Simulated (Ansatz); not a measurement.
We consider LiF (model structure, F-43m, No. 216, 2 atoms in the cell), described by r²SCAN+rVV10 (Ansatz, a program for electronic structure, plane waves, PAW).

Numerical settings: plane-wave cutoff 560 eV, 14×14×14 k mesh, Fermi–Dirac smearing 0.01 eV, scalar-relativistic PAW data made under PBE.

Cell (relaxed at this level):

LiF has the cubic space group F-43m (No. 216), the zinc blende structure, Pearson symbol cF8. Lattice parameters: a = 4.2725 Å, b = 4.2725 Å, c = 4.2725 Å, α = 90.00°, β = 90.00°, γ = 90.00°. Li on 4a is coordinated by 4 F at 1.850 Å (tetrahedral). F on 4d is coordinated by 4 Li at 1.850 Å (tetrahedral). (Neighbours: up to the widest gap in distance over summed covalent radii, below 1.35, at either atom; cation-cation and far metal-metal contacts left out.)
(The calculation used a cell of 2 atoms; values per cell refer to that cell.)

Estimate the band gap that the calculation returns.


- band gap = 8.65 eV (direct)

Note: the relaxation could raise the start's symmetry but not lower it, so the cell can be a saddle point.

Computed values are for the static lattice.

A model structure was made by putting elements into a prototype or built by hand; it is no filed structure, need not be a known phase, and can be a saddle point held by its symmetry.
